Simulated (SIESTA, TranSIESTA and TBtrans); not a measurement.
**Ru chain with one bond stretched by 0.6 Å**

Junction: Ru chain with one bond stretched by 0.6 Å. Leads: straight Ru chain, spacing 2.385 Å. Geometry: as built, not relaxed.

Computed with TranSIESTA and TBtrans, PBE, DZP numerical orbitals (energy shift 0.15 eV), PseudoDojo norm-conserving scalar-relativistic potentials, mesh cutoff 200 Ry, 300 K, spin-polarised (collinear), no spin-orbit coupling; self-consistent non-equilibrium Green functions.

* **Conductance at 300 K (G0 = 2e²/h)**: 1.99
* **Thermopower (μV/K)**: -3.0
* **Mean T from −0.5 to 0.5 eV**: 1.89
* **Spin polarisation of the conductance, (up − down)/(up + down)**: -0.20

Energies count from the leads' Fermi level. Transmissions are for each spin. The energy step is 0.01 eV; narrower resonances are cut or missed.

| E (eV) | T up | T down | lead channels up | down |
|---|---|---|---|---|
| -1.95 | 1.25 | 0.77 | 3 | 3 |
| -1.80 | 1.34 | 0.87 | 3 | 3 |
| -1.65 | 1.42 | 0.98 | band edge | 3 |
| -1.50 | 1.89 | 1.08 | band edge | 3 |
| -1.35 | 2.22 | 1.18 | 6 | 3 |
| -1.20 | 2.29 | 1.26 | 6 | 3 |
| -1.05 | 2.25 | 1.33 | 6 | 3 |
| -0.90 | 2.17 | 1.42 | 6 | 3 |
| -0.75 | 2.05 | 1.46 | 4 | 4 |
| -0.60 | 1.93 | 1.52 | 4 | 4 |
| -0.45 | 1.80 | 1.61 | 4 | 4 |
| -0.30 | 1.71 | 1.73 | 4 | band edge |
| -0.15 | 1.64 | 1.94 | 4 | 6 |
| 0.00 | 1.59 | 2.37 | 4 | 6 |
| 0.15 | 1.56 | 2.37 | 4 | 6 |
| 0.30 | 1.55 | 2.33 | 4 | 6 |
| 0.45 | 1.55 | 2.59 | 4 | 6 |
| 0.60 | 1.52 | 2.73 | band edge | band edge |
| 0.75 | 1.51 | 2.69 | 3 | 4 |
| 0.90 | 1.43 | 2.90 | 3 | 4 |
| 1.05 | 1.15 | 3.11 | 3 | 4 |
| 1.20 | 1.00 | 3.23 | 1 | 4 |
| 1.35 | 1.00 | 3.14 | 1 | 4 |
| 1.50 | 1.00 | 2.67 | 1 | 4 |
| 1.65 | 1.00 | 2.15 | 1 | 3 |
| 1.80 | 1.00 | 1.74 | 1 | 3 |
| 1.95 | 1.00 | 1.00 | 1 | 1 |

The magnetic order of the leads was set by the start, and no other order was tried; the separate lead runs end at 1.62 (left) and 1.62 (right) μB an atom. The straight chain is held at its spacing; free chains may zigzag or dimerise.
